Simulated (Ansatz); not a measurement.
How the formation enthalpy of GaSb (model structure, started from the CsCl type, Pm-3m, No. 221, 2 atoms in the cell) moves with the method

No measured value is used here.

| level (code) | value (eV/atom) |
|---|---|
| PBE (Ansatz) | 0.132 |
| PBEsol (Ansatz) | (withheld) |
| PBE-D3(BJ) (Ansatz) | 0.097 |
| r²SCAN (Ansatz) | 0.268 |

**Question.** What belongs in the gaps?

**Answer.** 
- PBEsol (Ansatz, a program for electronic structure), value (eV/atom): 0.110

Density-functional levels without +SOC have no spin–orbit coupling, which shifts binding energies of heavy elements. Each level is taken at its own relaxed cell. Ansatz's density-functional and Hartree–Fock values are scalar-relativistic unless marked +SOC, with PAW data made under PBE.

A model structure was made by putting elements into a prototype or built by hand; it is no filed structure, need not be a known phase, and can be a saddle point held by its symmetry.
